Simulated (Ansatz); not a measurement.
## Habitual settings against a tight run: InAsPt5 (P4/mmm, 7 atoms in the cell)

Self-consistent single point.

```xyz
7
Lattice="3.9928 0.0000 0.0000 0.0000 3.9928 0.0000 0.0000 0.0000 7.0388" Properties=species:S:1:pos:R:3 pbc="T T T"
In     1.9964     1.9964     0.0000
As     0.0000     0.0000     3.5194
Pt     0.0000     1.9964     2.0113
Pt     0.0000     1.9964     5.0275
Pt     1.9964     0.0000     2.0113
Pt     1.9964     0.0000     5.0275
Pt     0.0000     0.0000     0.0000
```

Method: PBEsol, PAW files made with PBE (plane waves; Ansatz, a program for electronic structure).

Base settings: basis.ecutwfc = 30.9 Ry; kpoints.mp_grid.grid = 11 11 6; hamiltonian.xc = pbesol; hamiltonian.pseudopotentials = {kind: paw} (the program's default PAW files); scf.occupations.method = cold; scf.occupations.width = 0.0147 Ry.

Tight run (finer mesh or higher cutoff; not a proven limit): basis.ecutwfc: 30.9 Ry → 43.4 Ry; kpoints.mp_grid.grid: 11 11 6 → 15 15 9; scf.convergence.dr2_threshold: default (1e-07 eV) → 1e-09 eV. It gave Fermi level (on the code's own zero) 20.28 eV; pressure 1.77 GPa; largest force (vector length) 0.006 eV/Å.

Quick runs, as changes from the base:
- A: the base itself
- B: kpoints.mp_grid.grid: 11 11 6 → 4 4 4; scf.occupations.method: cold → gaussian; scf.occupations.width: 0.0147 Ry → 0.02 Ry
- C: basis.ecutwfc: 30.9 Ry → 18.4 Ry; kpoints.mp_grid.grid: 11 11 6 → 6 6 6
- D: basis.ecutwfc: 30.9 Ry → 24.6 Ry; kpoints.mp_grid.grid: 11 11 6 → 6 6 6; hamiltonian.xc: pbesol → lda; scf.occupations.width: 0.0147 Ry → 0.0367 Ry [LDA (PW92)]
- E: basis.ecutwfc: 30.9 Ry → 15.4 Ry; kpoints.mp_grid.grid: 11 11 6 → 4 4 4; scf.occupations.method: cold → methfessel_paxton; scf.occupations.width: 0.0147 Ry → 0.0367 Ry
- F: basis.ecutwfc: 30.9 Ry → 15.4 Ry; kpoints.mp_grid.grid: 11 11 6 → 2 2 2; kpoints.mp_grid.shift: default → 0.5 0.5 0.5; scf.convergence.dr2_threshold: default (1e-07 eV) → 0.0001 eV; width narrowed by the program to 0.1600 eV

Energies are extrapolated to zero smearing width, which holds to low order in the width alone.

Dashes: energy of D, another energy zero.

† marks runs with another functional, U, potentials or spin treatment: their distance from the tight run is not a convergence error alone.

The count of work is k-points × plane waves × bands × iterations; it is no time. 

Pressures in the table are Ansatz's without its Pulay estimate, at a fixed set of plane waves; the tight run's value above holds the estimate.

The starting cell comes from a database of computed structures (which also holds hypothetical and non-ambient phases and stackings), without a prior relaxation at this level. Its lattice was rescaled by a random factor within 2.5 % of one. Spin polarisation is off.

| run | energy less tight (meV/atom) | pressure less tight (GPa) | largest miss in a force vector (eV/Å) | count of work / tight |
|---|---|---|---|---|
| A | 1.6 | -0.05 | 0.005 | 0.23 |
| B | 5.5 | 0.10 | 0.004 | 0.050 |
| C | 1130.3 | -80.68 | 0.433 | 0.053 |
| D† | – | -6.99 | 0.059 | 0.080 |
| E | 5965.4 | -306.00 | 0.045 | 0.019 |
| F | 6076.3 | -306.35 | 0.696 | 0.00081 |

Among the runs at the tight run's level, the energy misses run from 1.6 to 6076.3 meV/atom.

Keys are those of Ansatz 0.2.
